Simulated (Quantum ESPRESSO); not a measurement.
Input and output of a self-consistent single point for HfZn (P1, 2 atoms in the cell) (Quantum ESPRESSO).

Method of the run: PBEsol, GBRV 1.5 ultrasoft (PBESOL) pseudopotentials (plane waves; Quantum ESPRESSO).

```
HfZn
1.0
    3.27510     0.00000     0.00000
    0.00000     3.27510     0.00000
    0.00000     0.00000     3.27510
Hf Zn
1 1
Cartesian
  1.70987   1.61605   1.72128
 -0.07232   0.02150  -0.08373
```

Reference input (self-consistent single point, DFT, PBEsol, plane waves, GBRV 1.5 ultrasoft (PBESOL) pseudopotentials): ecutwfc = 50 Ry; ecutrho = 400 Ry; occupations = smearing; smearing = fermi-dirac; degauss = 0.0073499 Ry; potentials = {Hf: hf_pbesol_v1.uspp.F.UPF, Zn: zn_pbesol_v1.uspp.F.UPF}; K_POINTS = automatic 8 8 8 1 1 1; conv_thr = 1e-10 Ry. This run's input differs from it in these lines:

```diff
@@ -16,3 +16,3 @@
     smearing = 'fermi-dirac',
-    degauss = 0.0073499,
+    degauss = 0.011025,
 /
```

The program printed (abridged):

```
     Self-consistent Calculation

     iteration #  1     ecut=    50.00 Ry     beta= 0.70

     negative rho (up, down):  9.979E-02 0.000E+00

     total energy              =    -553.29033060 Ry
     estimated scf accuracy    <      87.53349877 Ry

     iteration #  2     ecut=    50.00 Ry     beta= 0.70

     negative rho (up, down):  8.378E-02 0.000E+00

     total energy              =    -614.98049393 Ry
     estimated scf accuracy    <     140.66068249 Ry

     iteration #  3     ecut=    50.00 Ry     beta= 0.70

     negative rho (up, down):  1.021E-01 0.000E+00

     total energy              =    -622.59751281 Ry
     estimated scf accuracy    <      22.19321690 Ry

   [... 17 blocks of this kind left out ...]

     iteration # 21     ecut=    50.00 Ry     beta= 0.70

     negative rho (up, down):  1.138E-01 0.000E+00

     total energy              =    -619.80241920 Ry
     estimated scf accuracy    <          8.1E-10 Ry

     iteration # 22     ecut=    50.00 Ry     beta= 0.70

     negative rho (up, down):  1.138E-01 0.000E+00
     End of self-consistent calculation

     Number of k-points >= 100: set verbosity='high' to print the bands.

     the Fermi energy is    15.1457 ev

!    total energy              =    -619.80241920 Ry
     estimated scf accuracy    <          3.5E-11 Ry
     smearing contrib. (-TS)   =      -0.00464542 Ry
     internal energy E=F+TS    =    -619.79777378 Ry

     convergence has been achieved in  22 iterations

     negative rho (up, down):  1.138E-01 0.000E+00

     Forces acting on atoms (cartesian axes, Ry/au):

     atom    1 type  1   force =    -0.02856820    0.00878385   -0.03270821
     atom    2 type  2   force =     0.02856820   -0.00878385    0.03270821

     Total force =     0.062660     Total SCF correction =     0.000005

     negative rho (up, down):  1.138E-01 0.000E+00
          total   stress  (Ry/bohr**3)                   (kbar)     P=       -2.94
  -0.00002964  -0.00002940   0.00010306           -4.36       -4.33       15.16
  -0.00002940   0.00001556  -0.00003310           -4.33        2.29       -4.87
   0.00010306  -0.00003310  -0.00004596           15.16       -4.87       -6.76

   JOB DONE.
```

The run converged in 22 iterations. Against the reference run the free energy falls by 7.7 meV/atom, the pressure goes from -0.47 to -0.29 GPa and the largest force moves little (1.130 to 1.139 eV/Å).

The starting cell comes from a database of computed structures (which also holds hypothetical and non-ambient phases and stackings), without a prior relaxation at this level. Its atoms were displaced at random from the sites of space group no. 221. Forces in this geometry exceed 1 eV/Å.

Cost on one core of a shared machine: roughly 5 min.
